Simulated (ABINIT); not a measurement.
## Variants of one calculation on Mn₃InC (Pm-3m, 5 atoms in the cell)

```
Mn3InC
1.0
    3.85667     0.00000     0.00000
    0.00000     3.85667     0.00000
    0.00000     0.00000     3.85667
Mn In C
3 1 1
Direct
  0.50000   0.00000   0.00000
  0.00000   0.50000   0.00000
  0.00000   0.00000   0.50000
  0.50000   0.50000   0.50000
  0.00000   0.00000   0.00000
```
Moments meant for the start (each program seeds them in its own way; μB, in the order of the atoms Mn Mn Mn In C): 4.0 4.0 4.0 0.0 0.0.

Base run A: ABINIT with PBEsol, norm-conserving pseudopotentials (PseudoDojo nc-sr-04 PBEsol standard), self-consistent single point.

Its settings: pseudos = [Mn.upf, In.upf, C.upf]; ecut = 48 Ha; ixc = -116133; nsppol = 2; occopt = 7; tsmear = 0.272 eV; ngkpt = 5 5 5; nshiftk = 1; shiftk = 0 0 0; potentials = PseudoDojo nc-sr-04 PBEsol standard; nband = 47; kptopt = 1; nstep = 100; tolvrs = 1e-11.

The starting cell comes from a database of computed structures (which also holds hypothetical and non-ambient phases and stackings), without a prior relaxation at this level. Its lattice was rescaled by a random factor within 2.5 % of one. The magnetic order is the one reached from the typed start; others were not searched systematically.

ΔF is the free energy per atom less that of run A. 

| run | change | ΔF (meV/atom) | pressure (GPa) | size of the net moment (μB/atom) |
|---|---|---|---|---|
| A | base | 0.00 | 2.52 | 0.95 |
| B | nband: 47 → 38 | 0.00 | 2.52 | 0.95 |
| C | tsmear: 0.272 eV → 0.05 eV | 17.7 | 2.03 | 0.95 |
| D | parallel starting moments (1 1 1 0 0 μB); nband: 47 → 42 | 0.00 | 2.52 | 0.95 |
| E | shiftk: 0 0 0 → 0.5 0.5 0.5 | -2.4 | 2.23 | 0.94 |

Run C against A: The free energy rises by 17.7 meV/atom, the pressure goes from 2.52 to 2.03 GPa and the size of the net moment stays at 0.95 μB/atom.

Run E against A: The free energy falls by 2.4 meV/atom, the pressure goes from 2.52 to 2.23 GPa and the size of the net moment hardly changes (0.95 to 0.94 μB/atom).
